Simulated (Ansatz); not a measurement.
Reference: GaP (F-43m), r2SCAN with spin-orbit coupling, rigid bands (plane waves, PAW; Ansatz, an electronic-structure program); axes and stresses refer to this cell.

```yaml
crystal:
  lattice:
    - [0.00000, 2.71923, 2.71923]
    - [2.71923, 0.00000, 2.71923]
    - [2.71923, 2.71923, 0.00000]
  atoms:
    - { symbol: Ga, position: [0.00000, 0.00000, 0.00000] }
    - { symbol: P, position: [0.25000, 0.25000, 0.25000] }
```

The Seebeck coefficient, n-type 1e19 cm⁻³ comes out as -328 μV/K. The hole conductivity mass is 0.48 mₑ and the band gap is 1.81 eV.

Q: After one change the values are Seebeck coefficient, n-type 1e19 cm⁻³ -298 μV/K; hole conductivity mass 0.29 mₑ; band gap 1.52 eV. Name the change that produced these shifts.
A) hydrostatic pressure of -2.8 GPa (compression positive)
B) uniaxial stress along [110] of 4.2 GPa (compression positive)
C) hydrostatic pressure of -4.2 GPa (compression positive)
D) hydrostatic pressure of 5.6 GPa (compression positive)

A: B, uniaxial stress along [110] of 4.2 GPa (compression positive)

Masses are for dilute carriers at 300 K, harmonic means over directions unless an axis is named. Seebeck coefficients are for the stated density at 300 K, with one relaxation time for all states and whether or not that doping can be reached. Stresses and pressures are the targets of the relaxation.  The structure type is held under load, also where the real crystal would transform.
